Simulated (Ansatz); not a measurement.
Ansatz (a quantum-chemistry and plane-wave program) run on Al₂Pt (Fd-3m, 24 atoms in the cell): self-consistent single point.

Method: PBE (plane waves, PAW; Ansatz).

The change in words: 2 x 2 x 1 supercell, mesh divided and rounded up; kpoints.mp_grid.grid: 5 5 5 → 3 3 5. Reference geometry:
```
CELL_PARAMETERS angstrom
      0.00000     3.65340     3.65340
      3.65340     0.00000     3.65340
      3.65340     3.65340     0.00000
ATOMIC_POSITIONS crystal
  Al 0.12500 0.12500 0.12500
  Al 0.62500 0.12500 0.12500
  Al 0.12500 0.62500 0.12500
  Al 0.12500 0.12500 0.62500
  Pt 0.75000 0.75000 0.75000
  Pt 0.50000 0.50000 0.50000
```

Reference input (self-consistent single point, DFT, PBE, plane waves, default PAW files): kpoints.mp_grid.grid = 5 5 5; hamiltonian.xc = pbe; hamiltonian.pseudopotentials = {kind: paw} (the program's default PAW files); scf.occupations.method = cold; scf.occupations.width = 0.272 eV. This run's input differs from it in these lines:

Ansatz 0.2 input:
```diff
@@ -3,4 +3,4 @@
   lattice:
-    - [0.000000, 3.653401, 3.653401]
-    - [3.653401, 0.000000, 3.653401]
+    - [0.000000, 7.306802, 7.306802]
+    - [7.306802, 0.000000, 7.306802]
     - [3.653401, 3.653401, 0.000000]
@@ -8,10 +8,28 @@
     - { symbol: Al, position_ang: [0.913350, 0.913350, 0.913350] }
+    - { symbol: Al, position_ang: [4.566751, 0.913350, 4.566751] }
+    - { symbol: Al, position_ang: [0.913350, 4.566751, 4.566751] }
+    - { symbol: Al, position_ang: [4.566751, 4.566751, 8.220152] }
     - { symbol: Al, position_ang: [0.913350, 2.740051, 2.740051] }
+    - { symbol: Al, position_ang: [4.566751, 2.740051, 6.393452] }
+    - { symbol: Al, position_ang: [0.913350, 6.393452, 6.393452] }
+    - { symbol: Al, position_ang: [4.566751, 6.393452, 10.046853] }
     - { symbol: Al, position_ang: [2.740051, 0.913350, 2.740051] }
+    - { symbol: Al, position_ang: [6.393452, 0.913350, 6.393452] }
+    - { symbol: Al, position_ang: [2.740051, 4.566751, 6.393452] }
+    - { symbol: Al, position_ang: [6.393452, 4.566751, 10.046853] }
     - { symbol: Al, position_ang: [2.740051, 2.740051, 0.913350] }
+    - { symbol: Al, position_ang: [6.393452, 2.740051, 4.566751] }
+    - { symbol: Al, position_ang: [2.740051, 6.393452, 4.566751] }
+    - { symbol: Al, position_ang: [6.393452, 6.393452, 8.220152] }
     - { symbol: Pt, position_ang: [5.480101, 5.480101, 5.480101] }
+    - { symbol: Pt, position_ang: [9.133503, 5.480101, 9.133503] }
+    - { symbol: Pt, position_ang: [5.480101, 9.133503, 9.133503] }
+    - { symbol: Pt, position_ang: [9.133503, 9.133503, 12.786904] }
     - { symbol: Pt, position_ang: [3.653401, 3.653401, 3.653401] }
+    - { symbol: Pt, position_ang: [7.306802, 3.653401, 7.306802] }
+    - { symbol: Pt, position_ang: [3.653401, 7.306802, 7.306802] }
+    - { symbol: Pt, position_ang: [7.306802, 7.306802, 10.960203] }
 kpoints:
   mp_grid:
-    grid: [5, 5, 5]
+    grid: [3, 3, 5]
 hamiltonian:
```

Output, abridged:

```
SCF iter   1: F=—  HF=-108787.568949 eV  |F-HF|=—  |Δ(HF+E_count)|=         —  Δρ=3.98e-3  dr2=5.13e-2  ethr=1.77e-3  ⟨swp⟩=8.2  Hψ=8393  notcnv=0
all-band conjugate gradients solve this SCF's bands
preconditioner: auto → Kerker (q_TF=auto, 2.424 Å⁻¹)
SCF iter   2: F=—  HF=-108787.562614 eV  |F-HF|=—  |Δ(HF+E_count)|=   6.34e-3  S|Δr|=    0.00e0  Δρ=2.52e-3  dr2=2.23e-2  ethr=2.67e-5  ⟨swp⟩=1.4  Hψ=2341  notcnv=0
   [... lines left out ...]
SCF iter   6: F=—  HF=-108787.557127 eV  |F-HF|=—  |Δ(HF+E_count)|=   8.13e-5  S|Δr|=    0.00e0  Δρ=3.86e-5  dr2=1.08e-5  ethr=1.15e-7  ⟨swp⟩=2.2  Hψ=2379  notcnv=0
SCF iter   7: F=—  HF=-108787.556587 eV  |F-HF|=—  |Δ(HF+E_count)|=   5.40e-4  S|Δr|=    0.00e0  Δρ=6.18e-6  dr2=2.47e-7  ethr=5.62e-9  ⟨swp⟩=2.0  Hψ=2578  notcnv=0
SCF iter   8: F=-108787.556587 eV  HF=-108787.556587 eV  |F-HF|=2.04e-8  |Δ(HF+E_count)|=   3.37e-8  S|Δr|=    0.00e0  Δρ=1.96e-6  dr2=2.40e-8  ethr=5.21e-11  ⟨swp⟩=8.6  Hψ=7204  notcnv=0
SCF 1 converged in 8 iterations: F = -108787.556587 eV  dr2 = 2.40e-8
Stability not checked (fill_not_monotonic)
Free energy (F): -108787.556587 eV
Internal energy: -108787.554441 eV  (E = F + TS)
E sigma→0 (E₀):  -108787.555871 eV
Entropy (-TS):   -0.002145 eV (-0.089 meV/atom)
Fermi energy:    12.713113 eV
--- Forces (eV/Å), atoms counted from 1 ---
  atom   1  Al     0.00000000     0.00000000     0.00000000
  atom   2  Al     0.00000000     0.00000000     0.00000000
  atom   3  Al     0.00000000     0.00000000     0.00000000
  atom   4  Al     0.00000000     0.00000000     0.00000000
   [... lines left out ...]
  atom  24  Pt    -0.00057657    -0.00057657     0.00645342
--- Stress (GPa, compression-positive) ---
       -7.444712       0.135065      -0.087896
        0.135065      -7.444712      -0.087896
       -0.087896      -0.087896      -7.357494
  P = ⅓ Tr σ = -7.4156 GPa (-74.156 kbar)
  The stress holds the Pulay correction. Without it, at fixed plane waves, as pw.x and ABINIT print it: P = -7.4702 GPa
```

The run converged in 8 iterations. Against the reference run the free energy goes up by 4.1 meV/atom, the pressure goes from -7.29 to -7.42 GPa and the largest force goes from 0.000 to 0.007 eV/Å.

The starting cell was generated: these elements placed on a structure prototype, without a prior relaxation; it need not be a known phase or ordering of this composition. Spin polarisation is off. With a pressure of about -7 GPa the cell is away from its equilibrium volume at this level. Ansatz's pressure includes its estimate of the finite-basis (Pulay) stress.

The mesh has a lower symmetry than the crystal, so small forces and shears that the space group forbids can appear.
